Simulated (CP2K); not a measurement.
**Worked example: self-consistent single point of KCl (Fm-3m, 2 atoms in the cell) in CP2K**

Level of theory: PBE, GPW, DZVP-MOLOPT-SR-GTH basis, GTH-PBE potentials (GTH_POTENTIALS) (CP2K).

The input file:

```
&GLOBAL
  PROJECT kcl
  RUN_TYPE ENERGY_FORCE
  PRINT_LEVEL MEDIUM
&END GLOBAL
&FORCE_EVAL
  METHOD Quickstep
  STRESS_TENSOR ANALYTICAL
  &DFT
    BASIS_SET_FILE_NAME BASIS_MOLOPT
    POTENTIAL_FILE_NAME GTH_POTENTIALS
    &QS
      METHOD GPW
      EPS_DEFAULT 1E-11
    &END QS
    &MGRID
      CUTOFF 500
      REL_CUTOFF 40
      NGRIDS 5
    &END MGRID
    &SCF
      SCF_GUESS ATOMIC
      EPS_SCF 1E-6
      MAX_SCF 100
      ADDED_MOS 4
      &DIAGONALIZATION
        ALGORITHM STANDARD
      &END DIAGONALIZATION
      &MIXING
        METHOD BROYDEN_MIXING
        ALPHA 0.4
        NBUFFER 12
      &END MIXING
      &SMEAR ON
        METHOD FERMI_DIRAC
        ELECTRONIC_TEMPERATURE [K] 580.23
      &END SMEAR
    &END SCF
    &KPOINTS
      SCHEME MONKHORST-PACK 6 6 6
      GAMMA_CENTERED T
    &END KPOINTS
    &XC
      &XC_FUNCTIONAL PBE
      &END XC_FUNCTIONAL
    &END XC
    &PRINT
      &MO
        EIGENVALUES T
        OCCUPATION_NUMBERS T
        NDIGITS 8
        FILENAME mo
        &EACH
          QS_SCF 0
        &END EACH
        ADD_LAST NUMERIC
      &END MO
      &MULLIKEN ON
      &END MULLIKEN
    &END PRINT
  &END DFT
  &SUBSYS
    &CELL
      ABC 4.44770200 4.44770207 4.44770162
      ALPHA_BETA_GAMMA 59.99999700 59.99999717 60.00000051
      PERIODIC XYZ
    &END CELL
    &COORD
      SCALED
      K        0.00000000     0.00000000     0.00000000
      Cl       0.50000000     0.50000000     0.50000000
    &END COORD
    &KIND K
      BASIS_SET DZVP-MOLOPT-SR-GTH-q9
      POTENTIAL GTH-PBE-q9
    &END KIND
    &KIND Cl
      BASIS_SET DZVP-MOLOPT-SR-GTH-q7
      POTENTIAL GTH-PBE-q7
    &END KIND
  &END SUBSYS
  &PRINT
    &FORCES ON
    &END FORCES
    &STRESS_TENSOR ON
    &END STRESS_TENSOR
  &END PRINT
&END FORCE_EVAL
```

The program printed (abridged):

```
 GLOBAL| Method name                                                        CP2K
 GLOBAL| Project name                                                        kcl
 GLOBAL| Run type                                                   ENERGY_FORCE

 CELL| Volume [angstrom^3]:                                            62.214555
 CELL| Vector a [angstrom]:       4.448     0.000     0.000   |a| =     4.447702
 CELL| Vector b [angstrom]:       2.224     3.852     0.000   |b| =     4.447702
 CELL| Vector c [angstrom]:       2.224     1.284     3.632   |c| =     4.447702
 CELL| Angle (b,c), alpha [degree]:                                    59.999997
 CELL| Angle (a,c), beta  [degree]:                                    59.999997
 CELL| Angle (a,b), gamma [degree]:                                    60.000001
 CELL| Numerically orthorhombic:                                              NO
 CELL| Periodicity                                                           XYZ

 DFT| Spin restricted Kohn-Sham (RKS) calculation                            RKS
 DFT| Multiplicity                                                             1
 DFT| Number of spin states                                                    1
 DFT| Charge                                                                   0
 DFT| XC density smoothing                                                  NONE
 DFT| XC derivatives                                                          PW

 QS| Method:                                                                 GPW
 QS| Density plane wave grid type                        NON-SPHERICAL FULLSPACE
 QS| Number of grid levels:                                                    5
 QS| Density cutoff [a.u.]:                                                250.0
 QS| Multi grid cutoff [a.u.]: 1) grid level                               250.0
   [... lines left out ...]
 BRILLOUIN| Wavefunction type                                            COMPLEX
 BRILLOUIN| List of Kpoints [2 Pi/Bohr]                                      112
 BRILLOUIN| Number           Weight            X              Y              Z
 BRILLOUIN|     1           0.00926       -0.33333       -0.33333       -0.33333
 BRILLOUIN|     2           0.00926       -0.33333       -0.33333       -0.16667
 BRILLOUIN|     3           0.00926       -0.33333       -0.33333        0.00000
   [... 109 lines left out ...]
 *******************************************************************************

 Extrapolation method: initial_guess

 Re-scaling the density matrix to get the right number of electrons
                  # Electrons              Trace(P)               Scaling factor
                           16                16.000                        1.000

 Number of electrons:                                                         16
 Number of occupied orbitals:                                                  8
 Number of molecular orbitals:                                                12

 Number of orbital functions:                                                 27
 Number of independent orbital functions:                                     27
 SCF WAVEFUNCTION OPTIMIZATION

  Step     Update method      Time    Convergence         Total energy    Change
     1 NoMix/Diag. 0.40E+00      -     0.95405688       -43.3542550879 -4.34E+01
     2 Broy./Diag. 0.40E+00      -     0.07476652       -42.9568724902  3.97E-01
     3 Broy./Diag. 0.40E+00      -     0.03755842       -43.2814646616 -3.25E-01
     4 Broy./Diag. 0.40E+00      -     0.00750626       -43.3703530239 -8.89E-02
     5 Broy./Diag. 0.40E+00      -     0.00204271       -43.3661924898  4.16E-03
     6 Broy./Diag. 0.40E+00      -     0.00032771       -43.3729291739 -6.74E-03
     7 Broy./Diag. 0.40E+00      -     0.00004261       -43.3727989751  1.30E-04
     8 Broy./Diag. 0.40E+00      -     0.00001928       -43.3728109915 -1.20E-05
     9 Broy./Diag. 0.40E+00      -     0.00000070       -43.3728244335 -1.34E-05
  *** SCF run converged in     9 steps ***

  Electronic density on regular grids:        -16.0000000000        0.0000000000
  Core density on regular grids:               15.9999999999       -0.0000000001
  Total charge density on r-space grids:       -0.0000000001
  Total charge density g-space grids:          -0.0000000001

  Overlap energy of the core charge distribution:               0.00000000000000
  Self energy of the core charge distribution:                -90.83796313157626
  Core Hamiltonian energy:                                     21.34031815064613
  Hartree energy:                                              33.45219758707370
  Exchange-correlation energy:                                 -7.32737703960813
  Electronic entropic energy:                                  -0.00000000000001
  Fermi energy:                                                 0.14168969888133

  Total energy:                                               -43.37282443346457
  Total energy (extrapolated to T->0):                        -43.37282443346457

                     Mulliken Population Analysis

 #  Atom  Element  Kind  Atomic population                           Net charge
       1     K        1          8.431046                              0.568954
       2     Cl       2          7.568954                             -0.568954
 # Total charge                             16.000000                 -0.000000

 ENERGY| Total FORCE_EVAL ( QS ) energy [hartree]            -43.372815125441797

 FORCES| Atomic forces [hartree/bohr]
 FORCES|   Atom     x               y               z               |f|
 FORCES|      1 -4.10192402E-14 -1.11679383E-14 -2.48817887E-14   4.92585457E-14
 FORCES|      2  5.68817521E-15 -1.52768679E-14  4.72087192E-15   1.69712893E-14
 FORCES| Sum    -3.53310650E-14 -2.64448063E-14 -2.01609168E-14
 FORCES| Total atomic force                                       4.85188056E-14

 STRESS| Analytical stress tensor [bar]
 STRESS|                        x                   y                   z
 STRESS|      x        9.50601034640E+03   4.00809874784E+00   2.83417398775E+00
 STRESS|      y        4.00809874784E+00   9.50132074236E+03   1.60410012007E+00
 STRESS|      z        2.83417398775E+00   1.60410012007E+00   9.50023871747E+03
 STRESS| 1/3 Trace                                             9.50252326875E+03
```

The run converged in 9 iterations.

The starting cell has typed, rounded lattice constants, without a prior relaxation at this level. Values carry the incompleteness of an atom-centred basis.
